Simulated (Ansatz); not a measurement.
The reference is Mg$_{3}$Sb$_{2}$ (space group P-3m1, No. 164; a = 4.5508 Å, c = 7.1806 Å).

Method: PBEsol (Ansatz, a quantum-chemistry and plane-wave program), no spin-orbit coupling.

Before the change:

| Item | Value |
|---|---|
| Gap character | indirect, Γ → k = (0, 0.417, 0.286) in the run's primitive reciprocal basis |
| Gap between the host's bands | 0.15 eV |

The change: 1.29 electrons added to each cell, a density of 1.0×10^22 cm⁻³, with a uniform compensating background at fixed cell and a 300 K Fermi–Dirac width.

### Question
What happens to the gap character?

### Answer
The gap character changes from indirect, Γ → k = (0, 0.417, 0.286) in the run's primitive reciprocal basis to indirect, Γ → K.

### Question
How does this affect the Fermi level from band edge?

### Answer
The Fermi level relative to the doped band's edge (positive inside the band; to 0.05 eV) is +1.15 eV.

### Question
How does this affect the gap between the host's bands?

### Answer
The gap between the host's bands stays essentially unchanged (0.15 eV against 0.16 eV).

### Question
What happens to the largest internal atomic displacement?

### Answer
The largest internal atomic displacement amounts to 0.039 Å.

Charged cell with a jellium background: band edges are those of the host's band count, energies are not comparable with the neutral cell, and many-body gap narrowing is missing. Spin-orbit coupling, missing from the scalar runs, can matter with Sb. No phonon test of stability was made. The zero or small gap of Mg3Sb2 can change with the level of theory.
